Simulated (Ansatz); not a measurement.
The starting structures come from a database of crystals and need not be the phases stable at ambient conditions.

Tunnelling through a barrier is set by its complex band structure: the current falls as exp(−2κd) with the smallest κ.

```
CELL_PARAMETERS angstrom
      4.85775     0.00000     0.00000
      0.00000    16.34887     0.00000
      2.42888     8.17444     2.42888
ATOMIC_POSITIONS crystal
  Sr 0.00000 0.32669 0.00000
  Sr 0.00000 0.67331 0.00000
  Sr 0.50000 0.00000 0.00000
  Sr 0.50000 0.50000 0.00000
  As 0.00000 0.13583 0.00000
  As 0.00000 0.86417 0.00000
  O  0.00000 0.50000 0.00000
```

Space group of this cell: I4/mmm. The cell is taken as given.

Transport runs along the normal of the first two printed cell vectors, the (100) plane of the conventional cell.

The gap is the functional's own, uncorrected, and κ follows it; spin-orbit coupling is left out. Mid-gap values are interpolated between the computed energies.

### Question
State the band gap and the smallest decay constant κ at mid-gap according to r2SCAN in Ansatz (an electronic-structure program).

### Answer
Gap 1.56 eV on a 12×12×12 mesh; κ = 0.130 1/Å, at the zone centre.
